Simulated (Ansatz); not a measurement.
# Effect of O → C on BaTiO3

The reference is BaTiO3 (space group Amm2, No. 38; a = 3.9641 Å, b = 5.7159 Å, c = 5.7481 Å).

Perturbation: C takes the place of O on all its sites, then cell and atoms are relaxed.

The values are results of Ansatz (a quantum-chemistry and plane-wave program) r2SCAN, no SOC, earlier PAW set, not measurements. Γ-centred 11×11×11 mesh, Fermi–Dirac width 0.05 eV, for the changed cell.

```yaml
volume_per_atom: 15.15 Å³ (base 13.02 Å³)
density: 4.85 g/cm³ (base 5.95 g/cm³)
space_group: Pm-3m (No. 221) (base Amm2 (No. 38))
shortest_interatomic_distance: 2.115 Å (base 1.853 Å)
band_gap: zero (base 2.66 eV)
```

Cost of the whole job for the changed cell (relaxation, final SCF and bands): around 7 core-minutes (rough).

Whether these cells are dynamically stable was not tested. As relaxed here, BaTiC3 is a hypothetical phase, not in the database extracts checked. The final runs are not spin-polarised. BaTiC3 has a high density of states at the Fermi level and may be magnetic at this level. This is not the structure that BaTiO3 has at room temperature and ambient pressure.
